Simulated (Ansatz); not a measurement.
**How the bulk modulus of Sc₂C (model structure, started from the Ca2N type, R-3m, No. 166, 3 atoms in the cell) moves with the method**

No measured value is used here.

```json
[
 {"level (code)": "LDA (Ansatz)", "value (GPa)": "83.7", "cell (Å³/atom)": "16.73"},
 {"level (code)": "PBE (Ansatz)", "value (GPa)": "___", "cell (Å³/atom)": "17.76"},
 {"level (code)": "PBEsol (Ansatz)", "value (GPa)": "79.8", "cell (Å³/atom)": "17.25"},
 {"level (code)": "r²SCAN (Ansatz)", "value (GPa)": "83.9", "cell (Å³/atom)": "17.72"}
]
```

**Question.** Complete the blanks.

**Answer.** 
- PBE (Ansatz, a program for electronic structure), value (GPa): 76.8

LDA, PBE, PBEsol, r²SCAN: the bulk modulus is −V dP/dV from two relaxed cells at ±2 % in volume. Each level is taken at its own relaxed cell. Cutoffs differ between the levels. Ansatz's density-functional and Hartree–Fock values are scalar-relativistic unless marked +SOC, with PAW data made under PBE.

A model structure was made by putting elements into a prototype or built by hand; it is no filed structure, need not be a known phase, and can be a saddle point held by its symmetry.
